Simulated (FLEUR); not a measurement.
Worked example: self-consistent single point of LaCu2 (P1, 3 atoms in the cell) in FLEUR.

Level of theory: LDA (Perdew-Zunger), all-electron FLAPW (FLEUR), scalar-relativistic valence run with FLEUR.

The change in words: atoms moved at random. Reference geometry:
```
CELL_PARAMETERS angstrom
      4.30029     0.00000     0.00000
     -2.15015     3.72416     0.00000
      0.00000     0.00000     3.85096
ATOMIC_POSITIONS crystal
  La 0.00000 0.00000 0.00000
  Cu 0.33333 0.66667 0.50000
  Cu 0.66667 0.33333 0.50000
```

Reference input (self-consistent single point, DFT, LDA (Perdew-Zunger), all-electron FLAPW (FLEUR), scalar-relativistic valence): Kmax = 3.8 1/bohr; GmaxXC = 13.3 1/bohr; xcFunctional = pz; jspins = 1; l_soc = F; mode = hist; fermiSmearingEnergy = 0.00183747 Htr; mesh (inpgen div1-3) = 9 9 9; inpgen gamma flag = false; Gmax = 13.3 1/bohr; numbands = 0; maxIterBroyd = 40. This run's input differs from it in these lines:

```diff
@@ -10,5 +10,5 @@
 3
-57 0.0000000000 0.0000000000 0.0000000000
-29 0.3333333333 0.6666666667 0.5000000000
-29 0.6666666667 0.3333333333 0.5000000000
+57 -0.0175140000 -0.0180950000 -0.0129290000
+29 0.3501920000 0.6830980000 0.5074430000
+29 0.6673230000 0.3349970000 0.5054860000
 
@@ -79,3 +79,3 @@
       <atomGroup species="Lanthanum (La)">
-         <relPos label="                   1">.0000000000 .0000000000 .0000000000</relPos>
+         <relPos label="                   1">-.0175140000 -.0180950000 -.0129290000</relPos>
          <force calculate="T" relaxXYZ="TTT"/>
@@ -83,4 +83,7 @@
       <atomGroup species="Copper (Cu)">
-         <relPos label="                   2">1.000/3.000 -1.000/3.000 1.000/2.000</relPos>
-         <relPos label="                   3">-1.000/3.000 1.000/3.000 1.000/2.000</relPos>
+         <relPos label="                   2">.3501920000 -.3169020000 -.4925570000</relPos>
+         <force calculate="T" relaxXYZ="TTT"/>
+      </atomGroup>
+      <atomGroup species="Copper (Cu)">
+         <relPos label="                   3">-.3326770000 .3349970000 -.4945140000</relPos>
          <force calculate="T" relaxXYZ="TTT"/>
```

Output, abridged:

```
 Iteration:     1   Distance:      41.65725935 me/bohr^3
 Iteration:     2   Distance:      16.90732482 me/bohr^3
 Iteration:     3   Distance:       7.23165104 me/bohr^3
 Iteration:     4   Distance:       5.35164680 me/bohr^3
 Iteration:     5   Distance:       2.12685996 me/bohr^3
   [... 12 lines left out ...]
 Iteration:    18   Distance:       0.00005626 me/bohr^3
 Iteration:    19   Distance:       0.00002663 me/bohr^3
 Iteration:    20   Distance:       0.00002774 me/bohr^3
 Iteration:    21   Distance:       0.00000470 me/bohr^3
 Reset of history
 Run finished successfully
 Stop message:
   Structural relaxation: new displacements generated

[file out, last iteration]
             iter=     22
[...]
          total density-effective poten   -1.9569742008E+04
          total charge density-energy d   -3.2771620083E+02
 Updated energy parameters for spin:           1
[...]
 fermi energy and band-weighting factors:
    0.416104    0.420245

[...]
FERMIE:
          first approx. to ef    (T=0)  :   0.335004 htr   (energy of the highest occ. eigenvalue)
          number of occ. states  (T=0)  :       6022
          first approx. to seigv (T=0)  :   2.282912 htr
          sum of weights of occ. states :  16.500686
          sum of semicore charge        :   0.000000 e
FERHIS:  Fermi-Energy by histogram:
          bandgap                     :   0.000096 htr
   [... lines left out ...]
          charge neutrality (T=0)     :   0.001372    (zero if the highest occ. eigenvalue is "entirely" occupied)
     EF_NEWTON:  Adjust Fermi-Energy by Newton-Method.
 Direct bandgap for spin            1 :    1.2042647427417563E-002  Htr
 ---->    free energy=                    -11796.2490652997 htr
   [... lines left out ...]
 TOTAL FORCE FOR ATOM TYPE=  1  X= -0.069   Y= -0.127   Z= -0.094
                       FX_TOT= 0.003670 FY_TOT= 0.006172 FZ_TOT= 0.004978
 TOTAL FORCE FOR ATOM TYPE=  2  X=  4.133   Y= -2.230   Z= -3.584
                       FX_TOT=-0.004256 FY_TOT=-0.006946 FZ_TOT=-0.002787
 TOTAL FORCE FOR ATOM TYPE=  3  X= -4.065   Y=  2.358   Z= -3.599
                       FX_TOT= 0.000539 FY_TOT= 0.000697 FZ_TOT=-0.002267
```

The run converged in 21 iterations. FLEUR gives forces in its relaxation mode, with a further iteration, so its stop message speaks of a relaxation. Against the reference run the free energy rises by 12.8 meV/atom and the largest force goes from 0.000 to 0.449 eV/Å.

The starting cell comes from a database of computed structures (which also holds hypothetical and non-ambient phases and stackings), without a prior relaxation at this level. For this run, on top of that: atoms moved at random. Spin polarisation is off. Values depend on the basis (sphere radii, cutoffs, local orbitals), which need not be converged. The log's line on a gap gives a spacing of levels on this mesh, which the program prints for metals too.

Cost on one core of a shared machine: roughly 20 min.
